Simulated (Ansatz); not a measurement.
For PtSe₂ (model structure, started from the anatase type, I4₁/amd, No. 141, 6 atoms in the cell), PBE (Ansatz, a program for electronic structure, PAW) gives:

- equilibrium lattice constant a = 5.056 Å
- c axis length = 12.063 Å

What does PBE-D3(BJ) in Ansatz (plane waves, PAW) give for the same quantities?


- lattice constant a: 5.096 Å (increases by 0.8 %)
- lattice parameter c: 10.815 Å (drops by 10 %)

Changes are worked out from the printed values.

Unless a cell is named, each level is at its own relaxed cell (PBE 25.69, PBE-D3(BJ) 23.40 Å³/atom).

Levels without +SOC leave out spin–orbit coupling, which shifts energies and cells of such heavy elements.

Ansatz's density-functional and Hartree–Fock values are scalar-relativistic unless marked +SOC, with PAW data made under PBE.

A model structure was made by putting elements into a prototype or built by hand; it is no filed structure, need not be a known phase, and can be a saddle point held by its symmetry.
